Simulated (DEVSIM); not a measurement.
# abrupt Si n-p junction

System: abrupt Si n-p junction, at 300 K.

| layer (left to right) | material | thickness (μm) | Nd (cm⁻³) | Na (cm⁻³) | τn (s) | τp (s) |
|---|---|---|---|---|---|---|
| 1 | Si | 95.0 | 7.2e14 | - | 1.8e-7 | 1.8e-7 |
| 2 | Si | 8.10 | - | 2.4e15 | 1.8e-7 | 1.8e-7 |

Left contact: ohmic. Right contact: ohmic. Voltage is applied to the left contact. Recombination: SRH at mid-gap, Auger. Mobility is μmin + (μ − μmin)/(1 + (N/Nref)^α).

The device is made up for the run: typed textbook-type constants, with dimensions and the other settings drawn at random. Values at 300 K.

| parameter | Si |
|---|---|
| gap (eV) | 1.124 |
| affinity (eV) | 4.05 |
| permittivity | 11.7 |
| Nc (cm⁻³) | 2.86e19 |
| Nv (cm⁻³) | 3.1e19 |
| μn (cm²/Vs) | 1417 |
| μp (cm²/Vs) | 470 |
| μn,min | 52 |
| μp,min | 45 |
| Nref,n | 9.7e16 |
| Nref,p | 2.2e17 |
| αn | 0.68 |
| αp | 0.72 |
| Cn (cm⁶/s) | 2.8e-31 |
| Cp (cm⁶/s) | 9.9e-32 |

DEVSIM, 1D drift-diffusion, Boltzmann statistics, complete ionisation; no tunnelling, impact ionisation, image-force lowering or self-heating.

* **Potential step across the device at zero bias**: 0.606 V
* **Largest field in the device at zero bias**: 9700 V/cm
* **Dark forward voltage at 1 A/cm²**: 0.609 V

Dark reverse current:

```tsv
V (V)	J (A/cm²)
0.40	2.1e-7
1.00	4.1e-7
2.00	6.7e-7
3.00	8.8e-7
4.00	1.1e-6
6.00	1.4e-6
8.00	1.6e-6
10.00	1.9e-6
13.00	2.2e-6
16.00	2.5e-6
20.00	2.8e-6
```

Dark forward current:

```tsv
V (V)	J (A/cm²)
-0.05	-1.0e-7
-0.10	-3.9e-7
-0.15	-1.3e-6
-0.20	-4.4e-6
-0.30	-8.8e-5
-0.35	-0.00050
-0.40	-0.0031
-0.45	-0.020
-0.50	-0.11
-0.55	-0.39
-0.60	-0.91
-0.70	-2.4
-0.75	-3.4
-0.80	-4.5
-0.85	-5.7
-0.90	-7.1
-0.95	-8.6
-1.05	-12
-1.10	-14
-1.15	-16
-1.20	-19
-1.25	-21
-1.30	-24
-1.35	-26
-1.45	-33
-1.50	-36
-1.55	-39
-1.60	-43
```
